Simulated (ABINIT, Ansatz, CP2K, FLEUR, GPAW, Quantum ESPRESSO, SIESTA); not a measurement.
# SiTe₂ (P-3m1, 3 atoms in the cell) computed with different codes at matched settings

Self-consistent single point.

```xyz
3
Lattice="3.7921 0.0000 0.0000 -1.8961 3.2841 0.0000 0.0000 0.0000 7.0635" Properties=species:S:1:pos:R:3 pbc="T T T"
Si     0.0000     0.0000     0.0000
Te     0.0000     2.1894     5.4630
Te     1.8961     1.0947     1.6005
```

All programs got the same cell, k-point mesh and kind of occupations (in Ansatz's words: kpoints.mp_grid.grid = 8 8 4; scf.occupations.method = gaussian; scf.occupations.width = 0.272 eV); potentials, basis and cutoffs are each program's usual ones.

| code | model | pressure (GPa) | largest force (eV/Å) | k-points | cutoff |
|---|---|---|---|---|---|
| ABINIT | PBEsol, norm-conserving pseudopotentials (PseudoDojo nc-sr-04 PBEsol standard) | -1.18 | 0.125 | 35 | 1116 eV |
| Ansatz | PBEsol, PAW files made with PBE | -1.18 | 0.126 | 35 | default |
| FLEUR | PBEsol, all-electron FLAPW (FLEUR), scalar-relativistic valence | – | 0.136 | 35 | Kmax 4.3 1/bohr |
| CP2K | PBEsol, GPW, DZVP-MOLOPT-SR-GTH basis, GTH-PBE potentials (GTH_POTENTIALS) | 0.63 | 0.428 | 132 | grid 400 Ry |
| GPAW | PBEsol, GPAW PAW datasets PBEsol (made by gpaw-setup) | -1.35 | 0.109 | 35 | 550 eV |
| Quantum ESPRESSO | PBEsol, GBRV 1.5 ultrasoft (PBESOL) pseudopotentials | -1.03 | 0.155 | 35 | 40 Ry |
| SIESTA | GGA PBEsol, numerical atomic orbitals DZP, PseudoDojo PBEsol standard norm-conserving potentials (rewritten from UPF to PSML) | -0.95 | 0.444 | 150 | grid 400 Ry |

A dash marks a value that a program does not give, or that is left out as unsure.

No clean gap comes from ABINIT, Ansatz (an electronic-structure program), CP2K, GPAW, Quantum ESPRESSO and SIESTA: levels at the Fermi energy touch, overlap or are partly filled at this smearing.

The spread over the programs that give each value: pressure within 1.98 GPa; largest force within 0.335 eV/Å.

The starting cell comes from a database of computed structures (which also holds hypothetical and non-ambient phases and stackings), without a prior relaxation at this level. Its lattice was rescaled by a random factor within 2.5 % of one. On Ansatz's run: Spin-orbit coupling is off. The run gives no clean gap (levels at the Fermi energy touch, overlap or are partly filled at this smearing), which alone does not show that the compound is a metal.

**Question.** Why do the programs differ, and what cannot be compared?

**Answer.** Differences of this kind can come from the potentials, where these differ, and from what each basis and cutoff leave unconverged. The valence holds different numbers of electrons (ABINIT 36, Ansatz 36, FLEUR 36, CP2K 16, GPAW 16, Quantum ESPRESSO 16, SIESTA 36). The zero of total energies and Fermi levels follows the potentials and each program's conventions, so they are not compared here. CP2K and SIESTA use small atom-centred bases, whose incompleteness enters pressures, forces and empty levels differently from a plane-wave cutoff. FLEUR treats all electrons, but the usual bases taken here (sphere radii, linearisation, local orbitals, empty states) were not tested for convergence, so the values are no reference for the others. Ansatz's pressure is given at a fixed set of plane waves, as the other plane-wave codes print theirs. The programs reduce the same mesh by symmetry to different extents, which changes the work and not the result. In the pressure, CP2K (by 1.81) lies more than 1 GPa from the median of the plane-wave programs. In the force vectors, CP2K (by 0.303) and SIESTA (by 0.318) lie more than 0.08 eV/Å from the median of the plane-wave programs.

Left out of this page: Elk (not drawn, or without a comparable value).

Keys are those of Ansatz 0.2.
